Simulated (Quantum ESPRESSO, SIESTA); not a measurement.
A Quantum ESPRESSO input for a self-consistent single point of Sc (P6_3/mmc, 4 atoms in the cell) (DFT, LDA (PZ), plane waves, GBRV 1.5 ultrasoft (LDA) pseudopotentials):

```fortran
&control
 calculation = 'scf'
 prefix = 'sc'
 outdir = './work'
 pseudo_dir = './'
 verbosity = 'high'
 tprnfor = .true.
 tstress = .true.
/
&system
 ibrav = 0
 nat = 4
 ntyp = 1
 ecutwfc = 50
 ecutrho = 400
 occupations = 'smearing'
 smearing = 'fd'
 degauss = 0.0073499
/
&electrons
 conv_thr = 1e-10
/
ATOMIC_SPECIES
Sc    44.9559  sc_lda_v1.uspp.F.UPF
ATOMIC_POSITIONS crystal
Sc    0.00000000    0.00000000    0.00000000
Sc    0.00000000    0.00000000    0.50000000
Sc    0.33333333    0.66666667    0.25000000
Sc    0.66666667    0.33333333    0.75000000
K_POINTS automatic
8 8 3  0 0 0
CELL_PARAMETERS angstrom
   3.22197431     0.00000000     0.00000000
  -1.61098715     2.79031160     0.00000000
   0.00000000     0.00000000    10.36672300
```

Task: Translate this input to SIESTA.

Result: One input that does it (others would too):

```
# files in the folder: Sc.psml (PseudoDojo LDA standard)
SystemName  Sc
SystemLabel Sc

NumberOfAtoms                4
NumberOfSpecies              1
%block ChemicalSpeciesLabel
  1 21 Sc
%endblock ChemicalSpeciesLabel
LatticeConstant              1.0 Ang
%block LatticeVectors
     3.221975000    0.000000000    0.000000000
    -1.610987000    2.790311000    0.000000000
     0.000000000    0.000000000   10.366723000
%endblock LatticeVectors
AtomicCoordinatesFormat      Ang
%block AtomicCoordinatesAndAtomicSpecies
     0.000000000    0.000000000    0.000000000  1
     0.000000000    0.000000000    5.183361500  1
    -0.000001278    1.860208263    2.591680750  1
     1.610989278    0.930102737    7.775042250  1
%endblock AtomicCoordinatesAndAtomicSpecies

XC.functional                LDA
XC.authors                   PW92
PAO.BasisSize                DZP
PAO.EnergyShift              0.01 Ry
MeshCutoff                   300 Ry
%block kgrid.MonkhorstPack
    8   0   0  0.0
    0   8   0  0.0
    0   0   3  0.0
%endblock kgrid.MonkhorstPack
OccupationFunction           FD
ElectronicTemperature        100.0 meV

MaxSCFIterations             150
SCF.Mixer.Method             Pulay
SCF.Mixer.Weight             0.25
SCF.Mixer.History            6
SCF.DM.Tolerance             1.0E-04
Diag.ParallelOverK           true
WriteForces                  true
```

Basis, cutoffs, solver keys and any potentials are the target program's own. This input uses DFT, LDA PW92, numerical atomic orbitals DZP, PseudoDojo LDA standard norm-conserving potentials (rewritten from UPF to PSML). LDA parametrisations can differ slightly between programs. Both were run: pressure -2.01 GPa in Quantum ESPRESSO and -3.62 in SIESTA.

On Quantum ESPRESSO: the starting cell was generated: these elements placed on a structure prototype, without a prior relaxation; it need not be a known phase or ordering of this composition. Its lattice was rescaled by a random factor within 2.5 % of one.

On SIESTA: the starting cell was generated: these elements placed on a structure prototype, without a prior relaxation; it need not be a known phase or ordering of this composition. Its lattice was rescaled by a random factor within 2.5 % of one. Values carry the incompleteness of an atom-centred basis. With a pressure of about -4 GPa the cell is away from its equilibrium volume at this level.
